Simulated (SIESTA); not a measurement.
Input and output of a self-consistent single point for AlCo3 (P1, 8 atoms in the cell) (SIESTA).

Computed with LDA PW92, numerical atomic orbitals DZP, PseudoDojo LDA standard norm-conserving potentials (rewritten from UPF to PSML) in SIESTA.

The change in words: atoms moved at random. Reference geometry:
```
CELL_PARAMETERS angstrom
      5.18853     0.00000     0.00000
     -2.59427     4.49340     0.00000
      0.00000     0.00000     4.17758
ATOMIC_POSITIONS crystal
  Al 0.66667 0.33333 0.25000
  Al 0.33333 0.66667 0.75000
  Co 0.16488 0.32976 0.25000
  Co 0.83512 0.67024 0.75000
  Co 0.83512 0.16488 0.75000
  Co 0.16488 0.83512 0.25000
  Co 0.67024 0.83512 0.25000
  Co 0.32976 0.16488 0.75000
```
Moments meant for the start (each program seeds them in its own way; μB, in the order of the atoms Al Al Co Co Co Co Co Co): 0.0 0.0 3.0 3.0 3.0 3.0 3.0 3.0.

Reference input (self-consistent single point, DFT, LDA PW92, numerical atomic orbitals DZP, PseudoDojo LDA standard norm-conserving potentials (rewritten from UPF to PSML)): XC.functional = LDA; XC.authors = PW92; potentials = PseudoDojo LDA standard; PAO.BasisSize = DZP; PAO.EnergyShift = 0.005 Ry; MeshCutoff = 400 Ry; kgrid.MonkhorstPack = 5 5 5; OccupationFunction = MP; OccupationMPOrder = 0; ElectronicTemperature = 580.23 K; Spin = polarized; DM.InitSpin = [1 +0.00, 2 +0.00, 3 +3.00, 4 +3.00, 5 +3.00, 6 +3.00, 7 +3.00, 8 +3.00]. This run's input differs from it in these lines:

```diff
@@ -18,10 +18,10 @@
 %block AtomicCoordinatesAndAtomicSpecies
-     2.594268928    1.497799169    1.044394250  1
-    -0.000002928    2.995602831    3.133182750  1
-    -0.000000165    1.481744244    1.044394250  2
-     2.594266165    3.011657756    3.133182750  2
-     3.905304936    0.740872122    3.133182750  2
-    -1.311038936    3.752529878    1.044394250  2
-     1.311038101    3.752529878    1.044394250  2
-     1.283227899    0.740872122    3.133182750  2
+     2.613437955    1.567747958    1.055439764  1
+    -0.075952667    2.939147728    3.089798613  1
+    -0.010226770    1.541955830    1.000759458  2
+     2.606142715    3.029595417    3.139106554  2
+     3.930635362    0.665706493    3.174962698  2
+    -1.333668725    3.771271858    1.074568889  2
+     1.307608484    3.720132450    1.040308580  2
+     1.339082457    0.738050265    3.135359268  2
 %endblock AtomicCoordinatesAndAtomicSpecies
```

The program printed (abridged):

```
        iscf     Eharris(eV)        E_KS(eV)     FreeEng(eV)     dDmax    Ef(eV) dHmax(eV)
   scf:    1   -24962.590703   -25052.183822   -25052.197891  1.280047 -3.681985 15.350372
     spin moment: {S} , |S| = {        0.0        0.0   11.67883 }    11.67883
   scf:    2   -25082.343357   -25069.690744   -25069.704296  0.181128 -4.512145 10.552811
     spin moment: {S} , |S| = {        0.0        0.0   10.80196 }    10.80196
   scf:    3   -25066.991761   -25073.633375   -25073.646322  0.189143 -5.421950  9.207801
     spin moment: {S} , |S| = {        0.0        0.0    9.95665 }     9.95665
   [... lines left out ...]
     spin moment: {S} , |S| = {        0.0        0.0    7.28565 }     7.28565
   scf:   39   -25078.340151   -25078.340151   -25078.350525  0.000017 -5.906944  0.000633
     spin moment: {S} , |S| = {        0.0        0.0    7.28558 }     7.28558
   scf:   40   -25078.340152   -25078.340151   -25078.350525  0.000012 -5.906953  0.000424
     spin moment: {S} , |S| = {        0.0        0.0    7.28551 }     7.28551
   scf:   41   -25078.340152   -25078.340152   -25078.350525  0.000005 -5.906956  0.000442
     spin moment: {S} , |S| = {        0.0        0.0    7.28550 }     7.28550
SCF Convergence by DM+H criterion
max |DM_out - DM_in|         :     0.0000054017
max |H_out - H_in|      (eV) :     0.0004417994
SCF cycle converged after 41 iterations

Using DM_out to compute the final energy and forces

siesta: E_KS(eV) =           -25078.3402

siesta: E_KS - E_eggbox =    -25078.3402

siesta: Atomic forces (eV/Ang):
     1    0.009315   -0.481076    0.017938
     2    0.385586    0.171602    0.249882
     3    0.160456   -0.517362    0.132984
     4   -0.274219    0.127199    0.026210
     5   -0.066043    0.009124   -0.190423
     6   -0.001103    0.344251   -0.248707
     7   -0.006313    0.355302   -0.012813
     8   -0.215516   -0.011006    0.032129
   Tot   -0.007838   -0.001966    0.007201
   Max    0.517362
   Res    0.230098    sqrt( Sum f_i^2 / 3N )
   Max    0.517362    constrained

   [... lines left out ...]
siesta: FreeEng =    -25078.350525
siesta: Cell volume =         97.396718 Ang**3
siesta:        -245.79385452       -250.73457014  kBar
   [... lines left out ...]
     1    -1.123225    4.123225   -0.250184  Al
     2    -1.158639    4.158639   -0.244365  Al
     3     0.446522   16.553478    1.258973  Co
     4     0.396773   16.603227    1.236069  Co
     5     0.316548   16.683452    1.353938  Co
     6     0.350127   16.649873    1.290854  Co
     7     0.372243   16.627757    1.320932  Co
     8     0.399651   16.600349    1.319283  Co
 Total     0.000000                7.285501
```

The run converged in 41 iterations. Against the reference run the free energy rises by 10.1 meV/atom, the pressure goes from -25.01 to -24.58 GPa, the largest force goes from 0.170 to 0.558 eV/Å and the size of the net moment stays at 0.91 μB/atom.

The starting cell comes from a database of computed structures (which also holds hypothetical and non-ambient phases and stackings), without a prior relaxation at this level. Its lattice was rescaled by a random factor within 2.5 % of one. For this run, on top of that: atoms moved at random. The magnetic order is the one reached from the typed start; others were not searched systematically. Values carry the incompleteness of an atom-centred basis. With a pressure of about -25 GPa the cell is away from its equilibrium volume at this level.

Cost on one core of a shared machine: roughly 6 min.
